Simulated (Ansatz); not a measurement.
## Lattice parameter c of GeS (model structure, started from the PtS type, P4₂/mmc, No. 131, 4 atoms in the cell) at several levels of theory

No measured value is used here.

```tsv
level (code)	value (Å)
PBE (Ansatz)	7.250
PBEsol (Ansatz)	?
PBE-D3(BJ) (Ansatz)	7.246
```

Question: Fill in the missing entries.

Answer: 
- PBEsol (Ansatz, a program for electronic structure), value (Å): 7.207

Ansatz's density-functional and Hartree–Fock values are scalar-relativistic unless marked +SOC, with PAW data made under PBE.

A model structure was made by putting elements into a prototype or built by hand; it is no filed structure, need not be a known phase, and can be a saddle point held by its symmetry.
